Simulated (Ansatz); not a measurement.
Consider MgS in the rock salt structure (space group Fm-3m, No. 225; a = 5.155 Å).

One thing is altered: electron doping at 1.0×10^22 cm⁻³ (0.343 per cell), with a uniform compensating background at fixed cell and a 300 K Fermi–Dirac width.

Level of theory: PBE-D3(BJ) (Ansatz, a program for electronic structure, PAW, no SOC).

Base, band edges from the VBM (valence, conduction): X -1.74, 2.85; W -2.43, 5.36; L -0.62, 4.59; Γ 0.00, 3.95; K -1.41, 3.95; U -1.41, 3.95 eV.

Q: Give the band edges at the high-symmetry points of the new zone, measured from its valence-band maximum.

A: 
```json
[
 {"point": "Γ", "valence edge (eV)": "0.00", "conduction edge (eV)": "3.88"},
 {"point": "X", "valence edge (eV)": "-1.76", "conduction edge (eV)": "2.81"},
 {"point": "U", "valence edge (eV)": "-1.43", "conduction edge (eV)": "3.90"},
 {"point": "K", "valence edge (eV)": "-1.43", "conduction edge (eV)": "3.90"},
 {"point": "L", "valence edge (eV)": "-0.63", "conduction edge (eV)": "4.49"},
 {"point": "W", "valence edge (eV)": "-2.45", "conduction edge (eV)": "5.35"}
]
```

The gap is 2.81 eV, indirect, Γ → X.

Carriers are added with a uniform compensating background; total energy and stress of such cells depend on the potential's zero and are not compared; many-body gap narrowing is missing at this level. No phonon test of stability was made.
